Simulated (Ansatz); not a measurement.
Functionals compared on the (31-42) surface of hcp Re in its 1x1 cell, outermost plane spacing 0.21 Å in the ideal cut, in Ansatz (plane waves, PAW). The structure was relaxed with PBE; the other rows are single points on it, each with its references at the same level. Cutoff 420 eV (500 eV for r2SCAN).

Slab: 34 atoms, 10.4 Å thick at the start (thin: gaps and levels are the slab's own); k 6x6x1, smearing 0.1 eV, dipole-corrected; all atoms relaxed; held to the start's symmetry, so lower structures may exist; no spin, no spin-orbit, no U. These notes are the PBE run's.

```json
[
 {"functional": "PBE", "surface energy (J/m²)": "3.39", "work function of the top face (eV)": "4.66", "rough cost of the single point": "–"},
 {"functional": "LDA", "surface energy (J/m²)": "3.91", "work function of the top face (eV)": "4.96", "rough cost of the single point": "very roughly 18 core-minutes"},
 {"functional": "PBEsol", "surface energy (J/m²)": "3.79", "work function of the top face (eV)": "4.76", "rough cost of the single point": "around 16 core-minutes (rough)"},
 {"functional": "RPBE", "surface energy (J/m²)": "3.17", "work function of the top face (eV)": "4.52", "rough cost of the single point": "roughly 14 core-minutes"},
 {"functional": "r2SCAN", "surface energy (J/m²)": "…", "work function of the top face (eV)": "…", "rough cost of the single point": "around 40 core-minutes (rough)"}
]
```

Question: What belongs in the gaps?

Answer: 
- r2SCAN, surface energy (J/m²): 3.59
- r2SCAN, work function of the top face (eV): 4.70

Ansatz is a first-principles code.
